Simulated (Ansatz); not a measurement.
**InSe (P-6m2, No. 187; cell taken from a computed entry)**

All values below come from HSE06 (plane waves, PAW; Ansatz, a first-principles code).

Settings: plane-wave cutoff 500 eV, 6×6×2 k mesh (along the axes of the cell as run), gaussian smearing 0.02 eV, scalar-relativistic PAW data made under PBE.

Cell: relaxed with r²SCAN: a = b = 4.0434 Å, c = 17.3901 Å, α = β = 90.00°, γ = 120.00°.

- band gap: 1.25 eV (on the SCF k mesh)

Note: the cell comes from a level without a dispersion term, which matters for the spacing of layers, chains or molecules; cell and atoms aren't relaxed at this level (largest force component 0.09 eV/Å); the cell has widely spaced layers and the level no dispersion term, so their spacing and the moduli can rest on weak binding.

Spin–orbit coupling is not included.

Computed values are for the static lattice.

The result took around 7 core-minutes (rough).
